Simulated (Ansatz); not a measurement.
BiCl3 (Pnma, No. 62; cell taken from a computed entry), treated with PBEsol (Ansatz, an electronic-structure program, PAW).

Settings: plane-wave cutoff 500 eV, 6×6×6 k mesh, gaussian smearing 0.02 eV, scalar-relativistic PAW data made under PBE.

Cell (relaxed at this level):

```
CELL_PARAMETERS angstrom
      7.56393     0.00000     0.00000
      0.00000     8.65467     0.00000
      0.00000     0.00000     6.30311
ATOMIC_POSITIONS crystal
  Bi 0.57636 0.75000 0.50726
  Bi 0.42364 0.25000 0.49274
  Bi 0.92364 0.25000 0.00726
  Bi 0.07636 0.75000 0.99274
  Cl 0.32711 0.93864 0.64303
  Cl 0.67289 0.06136 0.35697
  Cl 0.17289 0.06136 0.14303
  Cl 0.82711 0.93864 0.85697
  Cl 0.82711 0.56136 0.85697
  Cl 0.17289 0.43864 0.14303
  Cl 0.67289 0.43864 0.35697
  Cl 0.32711 0.56136 0.64303
  Cl 0.04796 0.25000 0.63543
  Cl 0.95204 0.75000 0.36457
  Cl 0.45204 0.75000 0.13543
  Cl 0.54796 0.25000 0.86457
```

Q: Predict the band gap.

A: 
band gap: 3.13 eV (on the SCF k mesh)

Note: the relaxation could not lower the start's symmetry, so the cell can be a saddle point above a distorted one.

Spin–orbit coupling is not included; with these elements it can move the gap by several tenths of an eV or more.

Computed values are for the static lattice.
